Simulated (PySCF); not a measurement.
PySCF 2.14.0, WB97X/def2-svp, df: La(Cl)2(OiPr) (CC(C)[O][La]([Cl])[Cl]), 14 atoms. The geometry is a generated start, not checked to be a minimum at this level.

```
Quantity                                            Result
-------------------------  -------------------------------
task                                                energy
method                                               wb97x
basis                                             def2-svp
two-electron scheme                        density fitting
mol.max_memory                                     3000 MB
mf.max_cycle                                           100
mf.DIIS                                    CDIIS (default)
mf.conv_tol                                1e-09 (default)
mf.grids.level                                 3 (default)
effective core potentials  those of the basis set, past Kr
basis functions                                        159
grid points                                         187560
```

```xyz
14

La     0.6083     1.9664     1.0721
Cl     1.6329     0.1675     2.4250
Cl    -0.2225     3.4152     2.9600
O     -0.7420     1.1731    -0.1222
C     -0.5724    -0.0523    -0.7520
C     -0.9311    -1.2040     0.1997
C      0.8755    -0.2105    -1.2701
H     -1.2601    -0.0696    -1.6177
H     -0.2896    -1.1622     1.0818
H     -0.8013    -2.1611    -0.2957
H     -1.9669    -1.1056     0.5164
H      1.1657     0.6885    -1.8301
H      1.5590    -0.3803    -0.4244
H      0.9446    -1.0653    -1.9429
```

Charge 0 and multiplicity 1 are set for this test and not shown to be the ground state.

With the defaults (mf.diis = true, mf.level_shift = 0, mf.init_guess = minao, mf.diis_space = 8, mf.damp = 0, mf.diis_start_cycle = 1, newton = off) it converges in 13 Fock builds. One run each on 2 threads, 1 BLAS thread, with these changes:
- mf.init_guess = huckel
- mf.diis = false
- mf.diis = false, mf.damp = 0.7, mf.diis_start_cycle = 999
- mf.diis_space = 3
- mf.level_shift = 0.3 Hartree
- mf.diis_space = 5
- mf.level_shift = 1 Hartree
- mf.init_guess = mod_huckel
- newton = Hessian by the SCF's own integrals

Which of these changes keep the SCF from converging, or lead it to another solution?

No convergence: mf.diis = false (the run ends without SCF convergence in 100 cycles). The rest reach the solution of the defaults.

| setting | Fock builds | end |
|---|---|---|
| the defaults | 13 | same solution |
| mf.init_guess = mod_huckel | 13 | same solution |
| mf.init_guess = huckel | 14 | same solution |
| mf.diis_space = 5 | 14 | same solution |
| mf.diis_space = 3 | 16 | same solution |
| mf.level_shift = 0.3 Hartree | 17 | same solution |
| newton = Hessian by the SCF's own integrals | 30 | same solution |
| mf.level_shift = 1 Hartree | 32 | same solution |
| mf.diis = false, mf.damp = 0.7, mf.diis_start_cycle = 999 | 41 | same solution |
| mf.diis = false | 101 | no convergence |

Under newton the count holds the products with the orbital Hessian.
